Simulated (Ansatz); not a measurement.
Ansatz (a quantum-chemistry and plane-wave program) run on Ge2W (I4mm, 3 atoms in the cell): self-consistent single point.

Computed with PBEsol, harder PAW files (source: ansatz) made with PBE (plane waves; Ansatz).

```xyz
3
Lattice="-1.6706 1.6706 4.1092 1.6706 -1.6706 4.1092 1.6706 1.6706 -4.1092" Properties=species:S:1:pos:R:3 pbc="T T T"
Ge     0.0000     0.0000     2.8245
Ge     0.0000     0.0000     5.4440
W      0.0000     0.0000     0.0000
```

Reference input (self-consistent single point, DFT, PBEsol, plane waves, default PAW files made with PBE): basis.ecutwfc = 420 eV; kpoints.mp_grid.grid = 8 8 8; hamiltonian.xc = pbesol; hamiltonian.pseudopotentials = {kind: paw} (the program's default PAW files); scf.occupations.method = gaussian; scf.occupations.width = 0.1 eV. This run's input differs from it in these lines:

Ansatz 0.2 input:
```diff
@@ -11,3 +11,3 @@
 basis:
-  ecutwfc: 420.0
+  ecutwfc: 370.0
 kpoints:
@@ -16,3 +16,3 @@
   xc: pbesol
-  pseudopotentials: { kind: paw }
+  pseudopotentials: { kind: paw, source: ansatz }
 scf:
```

Output, abridged:

```
SCF iter   1: F=—  HF=-26188.307468 eV  |F-HF|=—  |Δ(HF+E_count)|=         —  Δρ=1.64e-1  dr2=7.13e0  ethr=3.10e-3  ⟨swp⟩=5.4  Hψ=9349  notcnv=0
all-band conjugate gradients solve this SCF's bands
preconditioner: auto → Kerker (q_TF=auto, 2.821 Å⁻¹)
SCF iter   2: F=—  HF=-26179.061196 eV  |F-HF|=—  |Δ(HF+E_count)|=    9.25e0  Δρ=5.39e-2  dr2=4.44e-1  ethr=3.10e-3  ⟨swp⟩=3.0  Hψ=4641  notcnv=0  defer=89
   [... lines left out ...]
SCF iter   6: F=—  HF=-26178.861853 eV  |F-HF|=—  |Δ(HF+E_count)|=   3.45e-5  Δρ=4.31e-4  dr2=8.92e-5  ethr=9.10e-7  ⟨swp⟩=2.3  Hψ=3536  notcnv=0  defer=89
SCF iter   7: F=—  HF=-26178.861817 eV  |F-HF|=—  |Δ(HF+E_count)|=   3.58e-5  Δρ=8.76e-5  dr2=5.38e-6  ethr=1.59e-7  ⟨swp⟩=2.0  Hψ=2261  notcnv=0  defer=89
SCF iter   8: F=—  HF=-26178.861816 eV  |F-HF|=—  |Δ(HF+E_count)|=   9.65e-7  Δρ=1.95e-5  dr2=2.57e-7  ethr=9.60e-9  ⟨swp⟩=2.0  Hψ=3555  notcnv=0  defer=89
SCF iter   9: F=-26178.861816 eV  HF=-26178.861816 eV  |F-HF|=7.49e-9  |Δ(HF+E_count)|=   6.02e-8  Δρ=3.82e-6  dr2=1.08e-8  ethr=1.79e-10  ⟨swp⟩=12.2  Hψ=10419  notcnv=0
SCF 1 converged in 9 iterations: F = -26178.861816 eV  dr2 = 1.08e-8
Free energy (F): -26178.861816 eV
Internal energy: -26178.857124 eV  (E = F + TS)
E sigma→0 (E₀):  -26178.859470 eV
Entropy (-TS):   -0.004691 eV (-1.564 meV/atom)
Fermi energy:    20.249260 eV
--- Forces (eV/Å), atoms counted from 1 ---
  atom   1  Ge     0.00000000    -0.00000000     0.00144779
  atom   2  Ge    -0.00000000     0.00000000    -0.12756692
  atom   3  W      0.00000000    -0.00000000     0.12611624
--- Stress (GPa, compression-positive) ---
      -17.514106       0.000000      -0.000000
        0.000000     -17.514106       0.000000
       -0.000000       0.000000      -7.481837
  P = ⅓ Tr σ = -14.1700 GPa (-141.700 kbar)
  The stress holds the Pulay correction. Without it, at fixed plane waves, as pw.x and ABINIT print it: P = -1712.7567 GPa
```

The run converged in 9 iterations. Against the reference run the pressure goes from -3.95 to -14.17 GPa and the largest force goes from 0.554 to 0.128 eV/Å.

The starting cell comes from a database of computed structures (which also holds hypothetical and non-ambient phases and stackings), without a prior relaxation at this level. Its lattice was rescaled by up to half a per cent. One atom was moved a little off its site on purpose. Spin polarisation is off. Ansatz's pressure includes its estimate of the finite-basis (Pulay) stress. Without the estimate this run gives -1712.76 GPa. The cutoff lies below the one recommended for these files.
